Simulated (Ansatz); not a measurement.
Take CrCuO2 (space group R-3m, No. 166; a = 3.013 Å, c = 17.112 Å (hexagonal axes); ferromagnetic) as the base.

The values are results of Ansatz (a quantum-chemistry and plane-wave program) PBE, no SOC, not measurements.

For the base:

- Width of the top valence band = 1.69 eV
- Lattice parameter a = 3.013 Å
- Largest site moment = 2.42 μB

Modification: a hydrostatic pressure of 1.5 GPa.

**Question.** Predict the new width of the top valence band.

**Answer.** The width of the top valence band rises by 0.03 eV (1.69 eV → 1.72 eV).

**Question.** Estimate the effect on the lattice parameter a.

**Answer.** The lattice parameter a decreases by 0.013 Å to 3.000 Å.

**Question.** What does the calculation give for the largest site moment after the change?

**Answer.** The largest site moment stays 2.42 μB.

The levels and masses belong to the bands next to the band gap. Load acts through the strain it causes; cell and atoms are relaxed under it. Whether these cells are dynamically stable was not tested. No Hubbard U is applied and the magnetic state is the run's own (CrCuO2 ferromagnetic); small cells can't hold the antiferromagnetic order that many such compounds have, so gaps and moments can be off.
